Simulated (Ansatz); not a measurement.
Input:

```
CELL_PARAMETERS angstrom
      4.57661     0.00000     0.00000
     -2.28831     3.96346     0.00000
      0.00000     0.00000    19.74220
ATOMIC_POSITIONS crystal
  Pb 0.00000 0.00000 0.50000
  I  0.33333 0.66667 0.59691
  I  0.66667 0.33333 0.40309
```

Method: PBE with spin-orbit coupling, rigid bands (plane waves, PAW; Ansatz, a quantum-chemistry and plane-wave program). Condition of this run: biaxial strain -2 % with spin-orbit coupling. How the cell was made: cell and atoms relaxed with PBE, then loaded as said.

Problem. What conductivity effective mass do dilute holes have at 300 K?

Solution. 1.73 mₑ.

Problem. Predict the electron conductivity mass (n e² τ/σ) at 300 K, by direction if it differs.

Solution. 0.36 mₑ.

Problem. And the band gap?

Solution. 1.81 eV at this level; semilocal functionals usually fall short of the measured gap.

Rigid bands, one relaxation time for all states, no polarons.
